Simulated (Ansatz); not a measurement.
# Pressure series in hypothetical CsCl type InP

Consider InP in the CsCl type structure (space group Pm-3m, No. 221; a = 3.3884 Å; a hypothetical phase, not in the database extracts checked).

Cell and atoms are relaxed at each pressure.

Calculations: PBEsol (Ansatz, a quantum-chemistry and plane-wave program; PAW; 420 eV plane waves; no SOC).

```
P (GPa)  V (Å³/atom)
-------  -----------
-2.01         20.005
-1.01         19.719
0.30          19.377
0.70          19.279
1.49          19.092
3.00          18.760
5.00          18.362
7.50          17.915
10.00         17.521
```

Fit a third-order Birch–Murnaghan equation of state.

Least squares on P(V) = (3B₀/2)[(V₀/V)^(7/3) − (V₀/V)^(5/3)]·[1 + (3/4)(B₀′ − 4)((V₀/V)^(2/3) − 1)] gives V₀ = 19.45 Å³/atom, B₀ = 76 GPa and B₀′ = 4.3.

Load acts through the strain it causes; cell and atoms are relaxed under it. Whether these cells are dynamically stable was not tested. Competing high-pressure phases were not computed. All final runs are without spin polarisation.
